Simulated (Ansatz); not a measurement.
# MgO under a change: uniaxial strain ε_zz = +0.50 %

Start from MgO in the rock salt structure (space group Fm-3m, No. 225; a = 4.214 Å). Axes: x, y, z lie along the cube axes.

It is then changed as follows: the cell is stretched by 0.50 % along z with no lateral relaxation; the atoms relax in the strained cell.

The values are results of Ansatz (a first-principles code) PBEsol, no spin-orbit coupling, not measurements. k-mesh 13×13×13 (Γ-centred); smearing 0.05 eV (Fermi–Dirac).

```csv
quantity,base,changed,shift
space group,Fm-3m (No. 225),I4/mmm (No. 139),–
shortest interatomic distance,2.107 Å,2.107 Å,0.000 Å
energy relative to the base (free energy F),0 meV/atom,+0.2 meV/atom,+0.2 meV/atom
"pressure (mean of the normal stresses, compression positive)",0.1 kbar,-7.6 kbar,-7.7 kbar
band gap,4.62 eV,4.56 eV,-0.06 eV
gap character,direct at Γ,direct at Γ,–
electron mass,0.34 mₑ (at Γ),0.34 mₑ (at Γ),–
hole mass,–,"0.38 mₑ along z, 2.1 mₑ across (at Γ)",–
"valence-band top at Γ (three highest levels, from the VBM)","0.00, 0.00, 0.00 eV","0.00, -0.01, -0.01 eV",–
"stress (xx, yy, zz, yz, xz, xy; compression positive)",–,"(-0.44, -0.44, -1.41, 0.00, 0.00, 0.00) GPa",–
```

Cost of the whole job for the changed cell (relaxation, final SCF and bands): around 7 core-seconds (rough).

Effective masses come from finite differences of ±0.01 Å⁻¹. No phonon test of stability was made. Labels are those of the standard path for the cell's own space group.
